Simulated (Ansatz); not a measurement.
# CsPbCl3: biaxial strain +0.36 %, plane normal [001], relaxed out of plane

Take CsPbCl$_{3}$ in the cubic perovskite structure (space group Pm-3m, No. 221; a = 5.674 Å) as the base. Axes: x, y, z lie along the cube axes.

Modification: tensile biaxial strain of 0.36 % in the plane normal to [001], as in epitaxy on a mismatched substrate; the out-of-plane cell vector and the atoms relax.

Calculations: Ansatz (a program for electronic structure), r2SCAN, PAW, cutoff 500 eV, no spin-orbit coupling. k-mesh 6×6×6 (Γ-centred); smearing 0.05 eV (Fermi–Dirac).

| quantity | base | changed | shift |
|---|---|---|---|
| volume per atom | 36.52 Å³ | 36.75 Å³ | +0.225 Å³ |
| space group | Pm-3m (No. 221) | P4/mmm (No. 123) | – |
| shortest interatomic distance | 2.837 Å | 2.834 Å | -0.003 Å |
| energy relative to the base (free energy F) | 0 meV/atom | +0.2 meV/atom | +0.2 meV/atom |
| pressure (mean of the normal stresses, compression positive) | 0.00 GPa | -0.15 GPa | -0.15 GPa |
| band gap | 2.46 eV | 2.47 eV | +0.01 eV |
| gap character | – | direct at A | – |
| hole mass | 0.21 mₑ (at R) | 0.22 mₑ (at R) | – |
| out-of-plane strain | – | -0.10 % | – |
| mean in-plane stress (compression positive) | – | -0.2 GPa | – |

With Pb present, leaving out spin-orbit coupling can change the band edges. Effective masses come from finite differences of ±0.01 Å⁻¹. Stability against distortions was not tested. Many cubic perovskites are stable only at high temperature; tilts and polar distortions were not tested. This is not the structure that CsPbCl3 has at room temperature and ambient pressure. k-point labels follow each cell's own Brillouin zone.
